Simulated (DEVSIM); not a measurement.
Device: illuminated Si p-on-n cell, one wavelength, at 300 K.

```tsv
layer (left to right)	material	thickness (μm)	Nd (cm⁻³)	Na (cm⁻³)	τn (s)	τp (s)	absorption coefficient (cm⁻¹)
1	Si	0.280	-	2.4e18	2.1e-8	3.1e-7	2800
2	Si	140	4e16	-	3.8e-7	3.8e-7	2800
```

Left contact: ohmic, minority electron recombination velocity 2e6 cm/s. Right contact: ohmic, minority hole recombination velocity 2000 cm/s. Voltage is applied to the left contact. Recombination: SRH at mid-gap, radiative, Auger. Light enters at the left, 2.2e18 photons cm⁻² s⁻¹, one pass, no reflection. Mobility is μmin + (μ − μmin)/(1 + (N/Nref)^α).

The device is made up for the run: typed textbook-type constants, with dimensions and the other settings drawn at random. Values at 300 K.

```
parameter           Si
-------------  -------
gap (eV)         1.124
affinity (eV)     4.05
permittivity      11.7
Nc (cm⁻³)      2.86e19
Nv (cm⁻³)       3.1e19
μn (cm²/Vs)       1417
μp (cm²/Vs)        470
μn,min              52
μp,min              45
Nref,n          9.7e16
Nref,p          2.2e17
αn                0.68
αp                0.72
B (cm³/s)      4.7e-15
Cn (cm⁶/s)     2.8e-31
Cp (cm⁶/s)     9.9e-32
```

Simulated with DEVSIM: 1D drift-diffusion, Boltzmann statistics, complete ionisation; no tunnelling, impact ionisation, image-force lowering or self-heating.

Base results: short-circuit current (mA/cm²) 291; open-circuit voltage (V) 0.649; fill factor 0.83; largest power (mW/cm²) 157.

Task: What follows from this one change: thickness of layer 1 0.28 → 0.48 μm?

Result: short-circuit current 291 → 285 mA/cm²; open-circuit voltage little changed (0.652 V); fill factor little changed (0.83); largest power 157 → 155 mW/cm².

Task: What follows from this one change: photon flux 2.2e+18 → 2.2e+17 cm^-2 s^-1?

Result: short-circuit current 291 → 29.1 mA/cm²; open-circuit voltage 0.649 → 0.589 V; fill factor 0.83 → 0.82; largest power 157 → 14.1 mW/cm².

Task: What follows from this one change: recombination velocity at the left contact 2e+06 → 100000 cm/s?

Result: short-circuit current 291 → 299 mA/cm²; open-circuit voltage 0.649 → 0.656 V; fill factor little changed (0.83); largest power 157 → 164 mW/cm².
